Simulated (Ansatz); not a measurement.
# CdSe under a change: Cd → In

Take CdSe in the zinc blende structure (space group F-43m, No. 216; a = 6.133 Å) as the base.

Perturbation: full substitution Cd → In, then cell and atoms are relaxed.

Level of theory: plane-wave PAW DFT at the r2SCAN level (Ansatz, a program for electronic structure, 500 eV), no spin-orbit coupling, earlier PAW set. Settings: 12×12×12 k-points, 0.05 eV Fermi–Dirac smearing, for the changed cell.

| quantity | base | changed | shift |
|---|---|---|---|
| volume per atom | 28.84 Å³ | 34.56 Å³ | +5.72 Å³ |
| density | 5.51 g/cm³ | 4.66 g/cm³ | -0.85 g/cm³ |
| space group | F-43m (No. 216) | F-43m (No. 216) | – |
| shortest interatomic distance | 2.656 Å | 2.821 Å | +0.165 Å |
| band gap | 1.03 eV | zero | – |

Cost of the whole job for the changed cell (relaxation, final SCF and bands): roughly 3 core-minutes.

Whether these cells are dynamically stable was not tested. As relaxed here, InSe is a hypothetical phase, not in the database extracts checked. All final runs are without spin polarisation. An odd electron count without spin: InSe.
